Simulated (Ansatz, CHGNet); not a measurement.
For wurtzite BN (high-pressure phase), the machine-learned potential CHGNet-r²SCAN (trained on r²SCAN data) gives:

| Quantity | Value |
|---|---|
| lattice parameter a | 2.545 Å |
| lattice parameter c | 4.208 Å |
| elastic constant C11 | 598 GPa |
| elastic constant C44 | 134 GPa |
| Voigt–Reuss–Hill shear modulus | 158 GPa |

Q: What does HSE06 (Ansatz, an electronic-structure program, PAW) give for the same quantities?

A: 
- lattice constant a: 2.535 Å (decreases by 0.4 %)
- lattice parameter c: 4.191 Å (shrinks by 0.4 %)
- elastic constant C11: 1000 GPa (goes up by 67 %)
- elastic constant C44: 357 GPa (goes up by 170 %)
- Voigt–Reuss–Hill shear modulus: 413 GPa (increases by 160 %)

For comparison: lattice constant a 2.55 Å (measured, temperature not stated, not corrected to a static lattice; as tabulated in Doll et al. (2008), arXiv:0810.5476); lattice parameter c 4.2 Å (measured, temperature not stated, not corrected to a static lattice; as tabulated in Doll et al. (2008), arXiv:0810.5476).

Changes are worked out from the printed values.

Unless a cell is named, each level is at its own relaxed cell (CHGNet-r²SCAN 5.90, HSE06 5.83 Å³/atom).

Ansatz's density-functional and Hartree–Fock values are scalar-relativistic unless marked +SOC, with PAW data made under PBE.
